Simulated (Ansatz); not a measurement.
The starting structures come from a database of crystals and need not be the phases stable at ambient conditions.

 Where the default PAW files enter, the runs use the earlier of Ansatz's two default sets.

Tunnelling through a barrier is set by its complex band structure: the current falls as exp(−2κd) with the smallest κ.

Input:

```xyz
4
Lattice="4.3965 0.0000 0.0000 -2.1983 3.8075 0.0000 2.1982 1.2692 7.4508" Properties=species:S:1:pos:R:3 pbc="T T T"
Ca     2.1982     3.8075     5.1697
Ca     2.1982     1.2692     2.2811
As     4.3965     2.5383     3.7254
I      0.0000     0.0000     0.0000
```

Space group of this cell: R-3m. The cell is taken as given.

Transport runs along the normal of the first two printed cell vectors, the (001) plane of the conventional cell.

The gap is the functional's own. No spin-orbit coupling. Mid-gap values are interpolated on the energy grid.

Task: Predict the band gap and the smallest decay constant κ at mid-gap from r2SCAN (Ansatz, a quantum-chemistry and plane-wave program).

Result: Gap 1.88 eV on a 8×8×8 mesh; κ = 0.216 1/Å, at the zone centre.
